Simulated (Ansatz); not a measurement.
Base system: GaAs in the zinc blende structure (space group F-43m, No. 216; a = 5.7456 Å). Axes: x, y, z lie along the cube axes.

Method: Kohn–Sham DFT with the PBE functional, run in Ansatz (a program for electronic structure) with PAW and 420 eV plane waves, scalar-relativistic without spin-orbit coupling.

Perturbation: the cell is scaled by 1.0050 in all directions, atoms relaxed at fixed cell.

Q: Predict the stress tensor and what it implies for the stiffness.

A: Stress of the strained cell less that of the base (GPa, compression positive):
```
  -0.86    0.00    0.00
   0.00   -0.86    0.00
   0.00    0.00   -0.86
```

Then B = −ΔP/(ΔV/V₀) with ΔV/V₀ = 0.0151 gives secant stiffness values (nonlinear terms included at this strain): B ≈ 57 GPa.

No phonon test of stability was made.
